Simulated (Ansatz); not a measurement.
BeTe: energy against strain

BeTe (zinc blende, F-43m, 21.418 Å³/atom at rest) under an equal strain ε in the (111) plane with the normal axis free, as in a coherent film. LDA in Ansatz, a plane-wave DFT program (PAW, default set), 420 eV, 10×10×10 Γ-centred mesh, Fermi-Dirac smearing 0.05 eV; ions are relaxed within the symmetry of each cell.

Here s stands for strain and y for E less E0.

```
strain (%)  E less E0 (meV/atom)
----------  --------------------
-2.50                          ?
-1.25                       3.27
-0.83                       1.43
-0.42                       0.37
0.00                        0.00
0.42                        0.35
0.83                        1.35
1.25                        3.05
```

### Question
Fit y against s with a parabola, and predict the withheld value at s = -2.50.

### Answer
Least squares gives y = 0.001 - 0.0720·s + 2.0211·s². Residuals (row less fit): 0.021, -0.023, -0.018, -0.001, 0.023, 0.016, -0.019; standard error 0.025 (degrees of freedom: 4). Twice the quadratic coefficient over the volume, 2 × 2.0211 meV × 10⁴ × 0.1602 / 21.418 Å³, is twice the biaxial elastic modulus of this plane = 302 ± 2 GPa. At the withheld row, y = 0.001 - 0.0720 × (-2.50) + 2.0211 × (-2.50)² = 12.813 meV/atom. The calculation gives 13.39 meV/atom, 0.577 meV/atom above the prediction (4.3 % of the range of y in the table). The row lies outside the fitted rows, so this is an extrapolation. From the scatter of the fitted rows alone, a prediction at this place has a standard error of 0.094 meV/atom, so the miss is 6.1 times that.

One order more, fitted to all 13 runs of the series, follows each within 0.01, so the miss is the next term of a smooth law. Rows are the converged runs of the series near zero and its far end; series whose fitted rows scatter by over a few per cent of the range, as at a crossing or softening among them, aren't shown in this form. Most that stay on the fit to the last digits aren't either.
